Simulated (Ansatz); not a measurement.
## GaP (model structure, started from the cinnabar type, P6₂22, No. 180, 6 atoms in the cell): volume per atom by level of theory

No measured value is used here.

```
level (code)         value (Å³/atom)
-------------------  ---------------
PBE (Ansatz)                   18.84
PBEsol (Ansatz)                  ___
PBE-D3(BJ) (Ansatz)            18.18
```

**Question.** Fill in the missing entries.

**Answer.** 
- PBEsol (Ansatz, a quantum-chemistry and plane-wave program), value (Å³/atom): 18.10

Ansatz's density-functional and Hartree–Fock values are scalar-relativistic unless marked +SOC, with PAW data made under PBE.

A model structure was made by putting elements into a prototype or built by hand; it is no filed structure, need not be a known phase, and can be a saddle point held by its symmetry.
